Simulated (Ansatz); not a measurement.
System: GaAs (model structure, within 0.1 Å of P6₄22, No. 181, 6 atoms in the cell). Method: r²SCAN (Ansatz, an electronic-structure program, PAW).

Run with plane-wave cutoff 560 eV, 18×18×6 k mesh (along the axes of the cell as run), Fermi–Dirac smearing 0.05 eV, scalar-relativistic PAW data made under PBE.

Cell (relaxed with PBEsol):

```yaml
crystal:
  lattice:
    - [4.01776, 0.00000, 0.00000]
    - [-2.00888, 3.47948, 0.00000]
    - [0.00000, 0.00000, 8.78725]
  atoms:
    - { symbol: Ga, position: [0.00000, 0.49957, 0.66667] }
    - { symbol: Ga, position: [0.50043, 0.50043, 0.00000] }
    - { symbol: Ga, position: [0.49957, 0.00000, 0.33333] }
    - { symbol: As, position: [0.00000, 0.49976, 0.16667] }
    - { symbol: As, position: [0.50024, 0.50024, 0.50000] }
    - { symbol: As, position: [0.49976, 0.00000, 0.83333] }
```

Estimate the band gap that the calculation returns.


- band gap = 0.04 eV (under three smearing widths, so not firm)

Note: cell and atoms aren't relaxed at this level (pressure 0.9 GPa).

Spin–orbit coupling is not included; it can close the smallest gap of 0.04 eV.

The result took very roughly 2.8 core-minutes.

A model structure was made by putting elements into a prototype or built by hand; it is no filed structure, need not be a known phase, and can be a saddle point held by its symmetry.
